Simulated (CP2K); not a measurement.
Worked example: self-consistent single point of K5As2Au (P6_3/mmc, 16 atoms in the cell) in CP2K

Level of theory: PBEsol, GPW, DZVP-MOLOPT-SR-GTH basis, GTH-PBE potentials (GTH_POTENTIALS) in CP2K.

Input as run:

```
&GLOBAL
  PROJECT calc
  RUN_TYPE ENERGY_FORCE
  PRINT_LEVEL MEDIUM
&END GLOBAL
&FORCE_EVAL
  METHOD Quickstep
  STRESS_TENSOR ANALYTICAL
  &DFT
    BASIS_SET_FILE_NAME BASIS_MOLOPT
    POTENTIAL_FILE_NAME GTH_POTENTIALS
    &QS
      METHOD GPW
      EPS_DEFAULT 1E-10
    &END QS
    &MGRID
      CUTOFF 500
      REL_CUTOFF 50
      NGRIDS 5
    &END MGRID
    &SCF
      SCF_GUESS ATOMIC
      EPS_SCF 1E-6
      MAX_SCF 100
      ADDED_MOS 21
      &DIAGONALIZATION
        ALGORITHM STANDARD
      &END DIAGONALIZATION
      &MIXING
        METHOD BROYDEN_MIXING
        ALPHA 0.4
        NBUFFER 10
        BETA 1
      &END MIXING
      &SMEAR ON
        METHOD GAUSSIAN
        SIGMA [eV] 0.01
      &END SMEAR
    &END SCF
    &KPOINTS
      SCHEME MONKHORST-PACK 5 5 2
      GAMMA_CENTERED T
    &END KPOINTS
    &XC
      &XC_FUNCTIONAL
        &PBE
          PARAMETRIZATION PBESOL
        &END PBE
      &END XC_FUNCTIONAL
    &END XC
    &PRINT
      &MO
        EIGENVALUES T
        OCCUPATION_NUMBERS T
        NDIGITS 8
        FILENAME mo
        &EACH
          QS_SCF 0
        &END EACH
        ADD_LAST NUMERIC
      &END MO
      &MULLIKEN ON
      &END MULLIKEN
    &END PRINT
  &END DFT
  &SUBSYS
    &CELL
      A 5.72640000 0.00000000 0.00000000
      B -2.86320000 4.95920800 0.00000000
      C 0.00000000 0.00000000 19.28522000
      PERIODIC XYZ
    &END CELL
    &COORD
      SCALED
      K        0.33333300     0.66666700     0.54943000
      K        0.66666700     0.33333300     0.45057000
      K        0.66666700     0.33333300     0.04943000
      K        0.33333300     0.66666700     0.95057000
      K        0.00000000     0.00000000     0.14730000
      K        0.00000000     0.00000000     0.85270000
      K        0.00000000     0.00000000     0.64730000
      K        0.00000000     0.00000000     0.35270000
      K        0.33333300     0.66666700     0.75000000
      K        0.66666700     0.33333300     0.25000000
      As       0.33333300     0.66666700     0.12089000
      As       0.66666700     0.33333300     0.87911000
      As       0.66666700     0.33333300     0.62089000
      As       0.33333300     0.66666700     0.37911000
      Au       0.66666700     0.33333300     0.75000000
      Au       0.33333300     0.66666700     0.25000000
    &END COORD
    &KIND K
      BASIS_SET DZVP-MOLOPT-SR-GTH
      POTENTIAL GTH-PBE-q9
    &END KIND
    &KIND As
      BASIS_SET DZVP-MOLOPT-SR-GTH
      POTENTIAL GTH-PBE-q5
    &END KIND
    &KIND Au
      BASIS_SET DZVP-MOLOPT-SR-GTH
      POTENTIAL GTH-PBE-q11
    &END KIND
  &END SUBSYS
  &PRINT
    &FORCES ON
    &END FORCES
    &STRESS_TENSOR ON
    &END STRESS_TENSOR
  &END PRINT
&END FORCE_EVAL
```

Log, with long lists cut:

```
 GLOBAL| Method name                                                        CP2K
 GLOBAL| Project name                                                       calc
 GLOBAL| Run type                                                   ENERGY_FORCE

 CELL| Volume [angstrom^3]:                                           547.669559
 CELL| Vector a [angstrom]:       5.726     0.000     0.000   |a| =     5.726400
 CELL| Vector b [angstrom]:      -2.863     4.959     0.000   |b| =     5.726400
 CELL| Vector c [angstrom]:       0.000     0.000    19.285   |c| =    19.285220
 CELL| Angle (b,c), alpha [degree]:                                    90.000000
 CELL| Angle (a,c), beta  [degree]:                                    90.000000
 CELL| Angle (a,b), gamma [degree]:                                   119.999999
 CELL| Numerically orthorhombic:                                              NO
 CELL| Periodicity                                                           XYZ

 DFT| Spin restricted Kohn-Sham (RKS) calculation                            RKS
 DFT| Multiplicity                                                             1
 DFT| Number of spin states                                                    1
 DFT| Charge                                                                   0
 DFT| XC density smoothing                                                  NONE
 DFT| XC derivatives                                                          PW

 QS| Method:                                                                 GPW
 QS| Density plane wave grid type                        NON-SPHERICAL FULLSPACE
 QS| Number of grid levels:                                                    5
 QS| Density cutoff [a.u.]:                                                250.0
 QS| Multi grid cutoff [a.u.]: 1) grid level                               250.0
   [... lines left out ...]
 BRILLOUIN| Wavefunction type                                            COMPLEX
 BRILLOUIN| List of Kpoints [2 Pi/Bohr]                                       26
 BRILLOUIN| Number           Weight            X              Y              Z
 BRILLOUIN|     1           0.04000       -0.40000       -0.40000        0.00000
 BRILLOUIN|     2           0.04000       -0.40000       -0.40000        0.50000
 BRILLOUIN|     3           0.04000       -0.40000       -0.20000        0.00000
   [... 23 lines left out ...]
 *******************************************************************************

 Extrapolation method: initial_guess

 Re-scaling the density matrix to get the right number of electrons
                  # Electrons              Trace(P)               Scaling factor
                          132               132.000                        1.000

 Number of electrons:                                                        132
 Number of occupied orbitals:                                                 66
 Number of molecular orbitals:                                                87

 Number of orbital functions:                                                242
 Number of independent orbital functions:                                    242
 SCF WAVEFUNCTION OPTIMIZATION

  Step     Update method      Time    Convergence         Total energy    Change
     1 NoMix/Diag. 0.40E+00      -     0.82106767      -374.3574285306 -3.74E+02
     2 Broy./Diag. 0.40E+00      -     0.11604237      -375.6089732867 -1.25E+00
     3 Broy./Diag. 0.40E+00      -     0.11709095      -374.0652209812  1.54E+00
     4 Broy./Diag. 0.40E+00      -     0.06202353      -373.5817638798  4.83E-01
     5 Broy./Diag. 0.40E+00      -     0.01313942      -373.7041656435 -1.22E-01
     6 Broy./Diag. 0.40E+00      -     0.00502467      -373.7685218458 -6.44E-02
     7 Broy./Diag. 0.40E+00      -     0.00133060      -373.7005554169  6.80E-02
     8 Broy./Diag. 0.40E+00      -     0.00093992      -373.6924884492  8.07E-03
     9 Broy./Diag. 0.40E+00      -     0.00036587      -373.7068970940 -1.44E-02
    10 Broy./Diag. 0.40E+00      -     0.00035448      -373.7117809313 -4.88E-03
    11 Broy./Diag. 0.40E+00      -     0.00013329      -373.7123876095 -6.07E-04
    12 Broy./Diag. 0.40E+00      -     0.00006938      -373.7125392188 -1.52E-04
    13 Broy./Diag. 0.40E+00      -     0.00004181      -373.7124820855  5.71E-05
    14 Broy./Diag. 0.40E+00      -     0.00000806      -373.7122029216  2.79E-04
    15 Broy./Diag. 0.40E+00      -     0.00000605      -373.7122027255  1.96E-07
    16 Broy./Diag. 0.40E+00      -     0.00000192      -373.7122183947 -1.57E-05
    17 Broy./Diag. 0.40E+00      -     0.00000133      -373.7122278492 -9.45E-06
    18 Broy./Diag. 0.40E+00      -     0.00000056      -373.7122333748 -5.53E-06
  *** SCF run converged in    18 steps ***

  Electronic density on regular grids:       -131.9999999987        0.0000000013
  Core density on regular grids:              131.9999999860       -0.0000000140
  Total charge density on r-space grids:       -0.0000000128
  Total charge density g-space grids:          -0.0000000128

  Overlap energy of the core charge distribution:               0.00000010247413
  Self energy of the core charge distribution:               -741.19762906401866
  Core Hamiltonian energy:                                    183.30068408321912
  Hartree energy:                                             243.61901583827972
  Exchange-correlation energy:                                -59.43430433477932
  Smearing free energy correction:                             -0.00000000000000
  Fermi energy:                                                 0.13810789521291

  Total energy:                                              -373.71223337482496
  Total energy (extrapolated to sigma->0):                   -373.71223337482496

                     Mulliken Population Analysis

 #  Atom  Element  Kind  Atomic population                           Net charge
       1     K        1          8.751151                              0.248849
       2     K        1          8.751152                              0.248848
       3     K        1          8.751152                              0.248848
       4     K        1          8.751153                              0.248847
       5     K        1          8.728253                              0.271747
       6     K        1          8.728253                              0.271747
       7     K        1          8.728249                              0.271751
       8     K        1          8.728249                              0.271751
       9     K        1          8.410552                              0.589448
      10     K        1          8.410553                              0.589447
      11     As       2          5.550071                             -0.550071
      12     As       2          5.550071                             -0.550071
   [... lines left out ...]
 FORCES|      7  3.81013324E-08 -1.88986445E-08 -1.27563210E-04   1.27563218E-04
 FORCES|      8 -3.81012784E-08  2.04412999E-08  1.27561533E-04   1.27561540E-04
 FORCES|      9  1.45057689E-07 -8.84767916E-08  7.75248531E-09   1.70088145E-07
 FORCES|     10 -1.45057444E-07  8.87511576E-08 -6.31570351E-09   1.70171438E-07
 FORCES|     11  9.58981657E-08 -5.51587496E-08 -6.66998442E-03   6.66998442E-03
 FORCES|     12 -9.58980347E-08  5.60347642E-08  6.66998946E-03   6.66998946E-03
 FORCES|     13 -9.58974720E-08  5.98903495E-08 -6.66993565E-03   6.66993566E-03
 FORCES|     14  9.58974017E-08 -6.06858617E-08  6.66994267E-03   6.66994267E-03
 FORCES|     15  1.51048251E-07 -9.96477350E-08 -5.41300848E-08   1.88879092E-07
 FORCES|     16 -1.51048231E-07  9.86105627E-08  4.58302376E-08   1.86118301E-07
 FORCES| Sum     8.51574246E-13  6.07371319E-14 -1.43548409E-12
 FORCES| Total atomic force                                       1.67017432E-12

 STRESS| Analytical stress tensor [bar]
 STRESS|                        x                   y                   z
 STRESS|      x       -1.53779101717E+03   1.65552879906E-01   4.97564337963E-08
 STRESS|      y        1.65552879906E-01  -1.53751075061E+03  -9.01908587094E-03
 STRESS|      z        4.97564337963E-08  -9.01908587094E-03   7.33794760350E+03
 STRESS| 1/3 Trace                                             1.42088194524E+03
```

The run converged in 18 iterations.

The starting cell comes from a database of computed structures (which also holds hypothetical and non-ambient phases and stackings), without a prior relaxation at this level. Values carry the incompleteness of an atom-centred basis. The potentials were made for another functional than the one used.

Cost on one core of a shared machine: roughly 3 min.
